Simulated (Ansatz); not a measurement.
# A computed series for SiO2: response to strain

The parent structure is SiO$_{2}$ in the rutile structure (space group P4_2/mnm, No. 136).

```yaml
crystal:
  lattice:
    - [4.19450, 0.00000, 0.00000]
    - [0.00000, 4.19450, 0.00000]
    - [0.00000, 0.00000, 2.67848]
  atoms:
    - { symbol: Si, position: [0.00000, 0.00000, 0.00000] }
    - { symbol: Si, position: [0.50000, 0.50000, 0.50000] }
    - { symbol: O, position: [0.30606, 0.30606, 0.00000] }
    - { symbol: O, position: [0.80606, 0.19394, 0.50000] }
    - { symbol: O, position: [0.19394, 0.80606, 0.50000] }
    - { symbol: O, position: [0.69394, 0.69394, 0.00000] }
```

Cartesian axes are those of the cell as printed.

Strains are applied to the cell and any free atomic positions relax.

Calculations: PBEsol (Ansatz, a program for electronic structure; PAW; 420 eV plane waves; without spin-orbit coupling).

Notes on the quantities. energy relative to the base: free energy F.

| uniaxial strain ε_zz (%) | energy relative to the base (meV/atom) |
|---|---|
| 0 | 0.0 |
| 0.6 | ? |
| 1.2 | 2.4 |
| 1.8 | 5.4 |
| 2.4 | 9.5 |
| 3 | 14.7 |

### Question
Fit ΔE = Aε² + Bε³ (ε in %) to the rows shown and predict the withheld row.

### Answer
Least squares on the printed values gives A = 1.71 and B = -0.025 meV/atom (largest residual 0.0 meV/atom); this predicts 0.6 meV/atom, and the run gives 0.6 meV/atom, in agreement.

Whether these cells are dynamically stable was not tested.
